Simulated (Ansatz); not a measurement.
## fcc Al (1 1 1) on alpha cristobalite (1 0 1) (film strained to the substrate, faces as cut)

A periodic stack without vacuum, fcc Al (1 1 1) on alpha cristobalite (1 0 1) (film strained to the substrate, faces as cut): substrate slab O26Si12, film Al24, surface cells [[0, 1], [-1, 0]] and [[-3, 3], [-1, -1]], film strained by +1.8 and +2.7 %, faces O/O and Al/Al as cut (like faces can put a slab off its formula).

The start was prepared with a machine-learned potential, and the result is one local minimum, with the in-plane cell held and forces under 0.04 eV/Å; the film can end far from its bulk form.

The numbers are results of PBE (plane waves to 420 eV, PAW; Ansatz, a program for electronic structure), not measurements. Scalar-relativistic, without spin–orbit coupling; the runs are not spin-polarised; PBE gaps are too small against experiment. Its k-point mesh 3×5×1, Fermi–Dirac width 0.05 eV.

```
Property                                                                                   Value
-------------------------------------------------------------------------------  ---------------
interface area                                                                           44.4 Å²
period                                                                                   23.36 Å
gaps between the outermost planes at the two interfaces                          1.36 and 1.55 Å
Al–O contacts across the interfaces within 1.22 times the sum of covalent radii   4, mean 1.74 Å
```

```yaml
crystal:
  lattice:
    - [8.73057, -0.00039, 0.08695]
    - [-0.00017, 5.08290, 0.03988]
    - [-3.40637, 2.30048, 23.35089]
  atoms:
    - { symbol: O, position: [0.47485, 0.22798, 0.04558] }
    - { symbol: O, position: [0.77311, 0.75020, 0.05172] }
    - { symbol: Si, position: [0.58013, 0.72162, 0.16944] }
    - { symbol: Si, position: [0.08930, 0.16524, 0.14016] }
    - { symbol: Si, position: [0.42786, 0.25082, 0.10866] }
    - { symbol: Si, position: [0.87575, 0.68037, 0.11345] }
    - { symbol: O, position: [0.76317, 0.69028, 0.16313] }
    - { symbol: O, position: [0.47157, 0.54451, 0.12715] }
    - { symbol: O, position: [0.14233, 0.16203, 0.20839] }
    - { symbol: O, position: [0.52173, 0.02863, 0.15508] }
    - { symbol: O, position: [0.01944, 0.88163, 0.12445] }
    - { symbol: O, position: [0.55733, 0.62780, 0.23506] }
    - { symbol: O, position: [0.95444, 0.38645, 0.11681] }
    - { symbol: O, position: [0.23999, 0.21834, 0.10636] }
    - { symbol: Si, position: [0.29771, 0.62094, 0.33667] }
    - { symbol: Si, position: [0.82857, 0.02597, 0.33066] }
    - { symbol: Si, position: [0.13803, 0.14684, 0.27702] }
    - { symbol: Si, position: [0.62374, 0.54008, 0.30158] }
    - { symbol: O, position: [0.48048, 0.55353, 0.33849] }
    - { symbol: O, position: [0.18751, 0.43332, 0.29756] }
    - { symbol: O, position: [0.89915, 0.04874, 0.39672] }
    - { symbol: O, position: [0.26247, 0.92599, 0.30994] }
    - { symbol: O, position: [0.76301, 0.72932, 0.32473] }
    - { symbol: O, position: [0.25980, 0.58136, 0.40246] }
    - { symbol: O, position: [0.68784, 0.23699, 0.30895] }
    - { symbol: O, position: [0.96405, 0.07679, 0.29012] }
    - { symbol: Si, position: [0.04791, 0.55195, 0.51936] }
    - { symbol: Si, position: [0.54673, 0.98000, 0.50063] }
    - { symbol: Si, position: [0.88443, 0.08171, 0.46324] }
    - { symbol: Si, position: [0.35116, 0.49810, 0.46655] }
    - { symbol: O, position: [0.23078, 0.52282, 0.51270] }
    - { symbol: O, position: [0.94290, 0.37626, 0.47575] }
    - { symbol: O, position: [0.56781, 0.97645, 0.56951] }
    - { symbol: O, position: [0.99516, 0.86241, 0.50450] }
    - { symbol: O, position: [0.49694, 0.68898, 0.48172] }
    - { symbol: O, position: [0.02721, 0.45600, 0.58505] }
    - { symbol: O, position: [0.41327, 0.19437, 0.47067] }
    - { symbol: O, position: [0.70690, 0.05312, 0.47526] }
    - { symbol: Al, position: [0.74529, 0.42102, 0.67166] }
    - { symbol: Al, position: [0.42068, 0.41792, 0.67038] }
    - { symbol: Al, position: [0.57469, 0.93438, 0.64311] }
    - { symbol: Al, position: [0.08040, 0.43245, 0.65849] }
    - { symbol: Al, position: [0.25636, 0.92126, 0.67084] }
    - { symbol: Al, position: [0.91420, 0.92350, 0.67265] }
    - { symbol: Al, position: [0.77534, 0.03657, 0.76674] }
    - { symbol: Al, position: [0.45320, 0.03234, 0.76715] }
    - { symbol: Al, position: [0.61607, 0.53973, 0.76730] }
    - { symbol: Al, position: [0.11899, 0.05202, 0.76524] }
    - { symbol: Al, position: [0.28647, 0.54201, 0.76616] }
    - { symbol: Al, position: [0.94937, 0.54359, 0.76567] }
    - { symbol: Al, position: [0.81398, 0.66305, 0.86561] }
    - { symbol: Al, position: [0.49086, 0.65060, 0.86779] }
    - { symbol: Al, position: [0.64839, 0.15059, 0.86762] }
    - { symbol: Al, position: [0.15263, 0.66939, 0.86129] }
    - { symbol: Al, position: [0.32453, 0.16556, 0.86552] }
    - { symbol: Al, position: [0.97954, 0.16462, 0.86112] }
    - { symbol: Al, position: [0.84990, 0.28482, 0.95939] }
    - { symbol: Al, position: [0.52125, 0.27342, 0.97576] }
    - { symbol: Al, position: [0.70023, 0.77001, 0.97924] }
    - { symbol: Al, position: [0.17530, 0.28626, 0.95853] }
    - { symbol: Al, position: [0.35117, 0.78595, 0.95862] }
    - { symbol: Al, position: [0.02622, 0.78803, 0.95849] }
```
